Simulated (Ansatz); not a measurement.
The starting structures come from a database of crystals and need not be the phases stable at ambient conditions.

Inside the gap of an insulator the Bloch states are evanescent, with a wavenumber k + iκ along the transport direction.

Consider the following.

```xyz
4
Lattice="6.8663 0.0000 0.0000 -2.3999 6.6087 0.0000 -1.1999 3.3043 2.0297" Properties=species:S:1:pos:R:3 pbc="T T T"
Li     2.2332     3.3043     0.0000
Y      0.0000     0.0000     0.0000
Se     4.5300     1.6450     0.0000
Se    -0.0636     4.9637     0.0000
```

Space group of this cell: R-3m. The cell is taken as given.

Transport runs along the normal of the first two printed cell vectors, the (110) plane of the conventional cell.

No gap correction and no spin-orbit coupling; mid-gap values are interpolated between computed energies.

Question: Estimate the band gap and the smallest decay constant κ at mid-gap that r2SCAN in Ansatz (a quantum-chemistry and plane-wave program) returns for this system.

Answer: Gap 1.94 eV on a 14×14×14 mesh; κ = 0.205 1/Å, at the zone centre.
